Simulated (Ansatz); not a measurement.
# What uniaxial strain ε_zz = −0.62 % does to GaP

Base system: GaP in the zinc blende structure (space group F-43m, No. 216; a = 5.438 Å). Axes: x, y, z lie along the cube axes.

One thing is altered: the cell is compressed by 0.62 % along z with no lateral relaxation, atoms relaxed at fixed cell.

Method: Kohn–Sham DFT with the PBEsol functional, run in Ansatz (a program for electronic structure) with PAW and 420 eV plane waves, without spin-orbit coupling. Γ-centred 11×11×11 mesh, Fermi–Dirac width 0.05 eV.

The volume per atom drops by 0.125 Å³ to 19.98 Å³ and the space group changes from F-43m (No. 216) to I-4m2 (No. 119). The shortest interatomic distance falls by 0.005 Å (2.355 Å → 2.350 Å) and the energy increases by 0.3 meV/atom. The band gap falls by 0.07 eV (1.45 eV → 1.38 eV) and the gap character amounts to indirect, Γ → Γ–M (87 % along). The smallest direct gap grows by 0.03 eV, from 1.80 eV to 1.83 eV and the electron mass becomes 1.1 mₑ along k, 0.23 mₑ across (off the special points) (base: 1.2 mₑ along k, 0.23 mₑ across (off the special points)). The hole mass is 0.11 mₑ along z, 0.37 mₑ across (at Γ) and the valence-band top at Γ (three highest levels, from the VBM) becomes 0.00, -0.04, -0.04 eV (base: 0.00, 0.00, 0.00 eV). The valley order (the lowest conduction-band minima on the path, energy above the VBM, named in the base's zone) becomes a point along [001], about 1.0 Å⁻¹ from Γ 1.38 eV; a point along [100], about 1.0 Å⁻¹ from Γ 1.44 eV; L along [1-11] 1.60 eV; Γ 1.83 eV (base: a point along ⟨100⟩, about 1.0 Å⁻¹ from Γ 1.45 eV; L along ⟨111⟩ 1.60 eV; Γ 1.80 eV) and the stress (xx, yy, zz, yz, xz, xy; compression positive) amounts to (0.38, 0.38, 0.84, 0.00, 0.00, 0.00) GPa.

Final structure:

```xyz
2
Lattice="0.0000 2.7192 2.7024 2.7192 0.0000 2.7024 2.7192 2.7192 0.0000" Properties=species:S:1:pos:R:3 pbc="T T T"
P      4.0789     4.0789     4.0536
Ga     0.0000     0.0000     0.0000
```

Cost of the whole job for the changed cell (relaxation, final SCF and bands): around 11 core-seconds (rough).

Effective masses come from finite differences of ±0.01 Å⁻¹. Along k means along the line from Γ to the band edge. Stability against distortions was not tested. Labels are those of the standard path for the cell's own space group.
